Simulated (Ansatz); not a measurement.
Short convergence ladders for Cd3Pt (I4mm, 4 atoms in the cell)

```yaml
crystal:
  lattice:
    - [-2.08638, 2.08638, 4.33726]
    - [2.08638, -2.08638, 4.33726]
    - [2.08638, 2.08638, -4.33726]
  atoms:
    - { symbol: Cd, position: [0.75000, 0.25000, 0.50000] }
    - { symbol: Cd, position: [0.25000, 0.75000, 0.50000] }
    - { symbol: Cd, position: [0.50576, 0.50576, 0.00000] }
    - { symbol: Pt, position: [0.00000, 0.00000, 0.00000] }
```

Base method: LDA (PW92), default PAW files made with PBE (plane waves; Ansatz, a program for electronic structure).

Base settings: basis.ecutwfc = 30.9 Ry; kpoints.mp_grid.grid = 11 11 11; hamiltonian.xc = lda; hamiltonian.pseudopotentials = {kind: paw} (the program's default PAW files); scf.occupations.method = fermi_dirac; scf.occupations.width = 0.0073 Ry.

The count of work is k-points × plane waves × bands × iterations; it is no time. Core times come from one kind of shared machine, to one figure; runs under 30 s give none.

**The k-point mesh at a smearing width of 0.02 eV**

In this ladder: scf.occupations.width = 0.0015 Ry.

Only quantities that move along the ladder and can be compared are tabulated.

| kpoints.mp_grid.grid | free energy less the last step's (meV/atom) | pressure (GPa) | largest difference of a force vector from the last step's (eV/Å) | count of work / last |
|---|---|---|---|---|
| 4 4 4 | -5.82 | -8.44 | 0.004 | 0.014 |
| 5 5 5 | -7.74 | -8.81 | 0.004 | 0.016 |
| 6 6 6 | -5.07 | -8.60 | 0.009 | 0.027 |
| 7 7 7 | -4.38 | -8.69 | 0.005 | 0.036 |
| 8 8 8 | 0.00 | -8.63 | 0.004 | 0.071 |
| 10 10 10 | -0.36 | -8.74 | 0.005 | 0.12 |
| 12 12 12 | 0.00 | -8.73 | 0.001 | 0.20 |
| 22 22 22 | 0.00 | -8.70 | 0.000 | 1.0 |

Coarsest kpoints.mp_grid.grid that holds the pressure within 0.2 GPa of the last step, with all finer ones: 5 5 5, at 0.016 of the last step's count of work; the step before is off by 0.26 GPa.

Coarsest kpoints.mp_grid.grid that holds the free energy within 2 meV/atom of the last step, with all finer ones: 8 8 8, at 0.071 of the last step's count of work; the step before is off by 4.4 meV/atom.

**The width of Fermi-Dirac smearing**

In this ladder: kpoints.mp_grid.grid = 18 18 18.

Narrow widths need finer meshes than wide ones, so the last steps can hold mesh noise.

Only quantities that move along the ladder and can be compared are tabulated; pressure and forces are left out, as mesh noise rules them at narrow widths.

```csv
scf.occupations.width,free energy less the last step's (meV/atom),energy extrapolated to zero width less the last step's (meV/atom)
0.0735 Ry,-595.28,74.24
0.0367 Ry,-109.74,13.20
0.022 Ry,-24.19,1.23
0.0147 Ry,0.00,0.00
```

Widest scf.occupations.width that holds the free energy within 5 meV/atom: not settled: the last two steps still differ by 24 meV/atom, over half the tolerance, so the ladder does not show it.

Widest scf.occupations.width that holds the energy extrapolated to zero width within 2 meV/atom: not settled: the last two steps still differ by 1.2 meV/atom, over half the tolerance, so the ladder does not show it.

The extrapolation to zero width removes most of the smearing's effect on the energy.

**The width of cold smearing**

In this ladder: kpoints.mp_grid.grid = 18 18 18; scf.occupations.method = cold.

Narrow widths need finer meshes than wide ones, so the last steps can hold mesh noise.

Only quantities that move along the ladder and can be compared are tabulated; pressure and forces are left out, as mesh noise rules them at narrow widths.

| scf.occupations.width | free energy less the last step's (meV/atom) | core time / last (rough) |
|---|---|---|
| 0.0367 Ry | 2.19 | 1.0 |
| 0.022 Ry | 0.60 | 1.0 |
| 0.0147 Ry | 0.20 | 1.0 |
| 0.0073 Ry | -0.01 | 1.0 |
| 0.0037 Ry | 0.00 | 1 |

Widest scf.occupations.width that holds the free energy within 0.5 meV/atom of the last step, with all finer ones: 0.0147 Ry; the step before is off by 0.60 meV/atom.

On the base run: the starting cell comes from a database of computed structures (which also holds hypothetical and non-ambient phases and stackings), without a prior relaxation at this level. Its lattice was rescaled by up to half a per cent. One atom was moved a little off its site on purpose. Spin polarisation is off. In the base run, with a pressure of about -9 GPa the cell is away from its equilibrium volume at this level. Ansatz's pressure includes its estimate of the finite-basis (Pulay) stress.

Left out of this page: 4 runs of the series outside the window shown, repeating another row's setting, or not comparable; 1 run of the series unsound by tests on forces, stress, charge or solver warnings.

Keys are those of Ansatz 0.2.
